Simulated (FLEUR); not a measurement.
FLEUR run on Al (Fm-3m, 1 atom in the cell): self-consistent single point.

Method: LDA (Perdew-Zunger), all-electron FLAPW (FLEUR), scalar-relativistic valence.

```
Al
1.0
    0.00000     2.00272     2.00272
    2.00272     0.00000     2.00272
    2.00272     2.00272     0.00000
Al
1
Direct
  0.00000   0.00000   0.00000
```

Reference input (self-consistent single point, DFT, PBE, all-electron FLAPW (FLEUR), scalar-relativistic valence): Kmax = 4 1/bohr; GmaxXC = 16 1/bohr; xcFunctional = pbe; jspins = 1; l_soc = F; mode = hist; fermiSmearingEnergy = 0.00367493 Htr; mesh (inpgen div1-3) = 14 14 14; inpgen gamma flag = true; Gmax = 16 1/bohr; numbands = 0; maxIterBroyd = 40. This run's input differs from it in these lines:

```diff
@@ -13,2 +13,3 @@
 &comp jspins=1 /
+&exco xctyp='pz' /
 &kpt div1=14 div2=14 div3=14 gamma=t /
@@ -25,3 +26,3 @@
       <coreElectrons ctail="T" frcor="F" kcrel="0" coretail_lmax="0"/>
-      <xcFunctional name="pbe" relativisticCorrections="F"/>
+      <xcFunctional name="pz" relativisticCorrections="F"/>
       <magnetism jspins="1"/>
```

Output, abridged:

```
 Iteration:     1   Distance:       3.98903930 me/bohr^3
 Iteration:     2   Distance:       3.76821978 me/bohr^3
 Iteration:     3   Distance:       1.15896348 me/bohr^3
 Iteration:     4   Distance:       0.10571020 me/bohr^3
 Iteration:     5   Distance:       0.08950528 me/bohr^3
 Iteration:     6   Distance:       0.00377807 me/bohr^3
 Iteration:     7   Distance:       0.00637737 me/bohr^3
 Iteration:     8   Distance:       0.00019180 me/bohr^3
 Iteration:     9   Distance:       0.00005297 me/bohr^3
 Iteration:    10   Distance:       0.00000515 me/bohr^3
 Run finished successfully
 Stop message:
   Structural relaxation: Done

[file out, last iteration]
             iter=     11
[...]
          total density-effective poten   -3.7087092385E+02
          total charge density-energy d   -1.7703663460E+01
 Updated energy parameters for spin:           1
[...]
 fermi energy and band-weighting factors:

[...]
FERMIE:
          first approx. to ef    (T=0)  :   0.288625 htr   (energy of the highest occ. eigenvalue)
          number of occ. states  (T=0)  :        153
          first approx. to seigv (T=0)  :   0.378324 htr
          sum of weights of occ. states :   1.502551
          sum of semicore charge        :   0.000000 e
FERHIS:  Fermi-Energy by histogram:
          bandgap                     :   0.002014 htr
   [... lines left out ...]
          charge neutrality (T=0)     :   0.005102    (zero if the highest occ. eigenvalue is "entirely" occupied)
     EF_NEWTON:  Adjust Fermi-Energy by Newton-Method.
 Direct bandgap for spin            1 :    2.0084239650696778E-002  Htr
   [... lines left out ...]
 ---->    (input%tkb*entropy) TS=              0.0005726320 htr
 ---->    free energy=                      -241.9178937831 htr
      extrapolation for T->0
 ---->    total electron energy=            -241.9176074671 htr
 ***** TOTAL FORCES ON ATOMS *****
 TOTAL FORCE FOR ATOM TYPE=  1  X=  0.000   Y=  0.000   Z=  0.000
                       FX_TOT= 0.000000 FY_TOT= 0.000000 FZ_TOT= 0.000000
 Structural relaxation: Done
```

The run converged in 10 iterations. FLEUR gives forces in its relaxation mode, with a further iteration, so its stop message speaks of a relaxation. 

The starting cell has typed, rounded lattice constants, without a prior relaxation at this level. Its lattice was rescaled by a random factor within 2.5 % of one. Values depend on the basis (sphere radii, cutoffs, local orbitals), which need not be converged. The log's line on a gap gives a spacing of levels on this mesh, which the program prints for metals too.
